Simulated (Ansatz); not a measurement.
The reference is Ru in the hcp (Mg type) structure (space group P6_3/mmc, No. 194; a = 2.705 Å, c = 4.260 Å). Axes: x lies along a and z along c of the hexagonal cell.

All numbers come from Ansatz (a quantum-chemistry and plane-wave program) r2SCAN, no SOC.

For the base:

```
Quantity                        Result
-----------------------------  -------
Pressure                       0.0 GPa
Shortest interatomic distance  2.641 Å
```

One thing is altered: uniaxial strain ε_yy = −5.91 %, all other strain components held at zero, atoms relaxed at fixed cell.

Q: Predict the new pressure, energy relative to the base, largest internal atomic displacement and shortest interatomic distance.

A: The pressure (mean of the normal stresses, compression positive) goes from zero to 24.6 GPa; the energy goes up by 106 meV/atom; the largest internal atomic displacement amounts to 0.013 Å; the shortest interatomic distance drops by 0.055 Å to 2.586 Å.

Without a gap, meshes like the base's 20×20×11 leave anisotropic stresses uncertain by several tenths of a GPa, and small strain energies with them. Whether these cells are dynamically stable was not tested. The final runs are not spin-polarised.
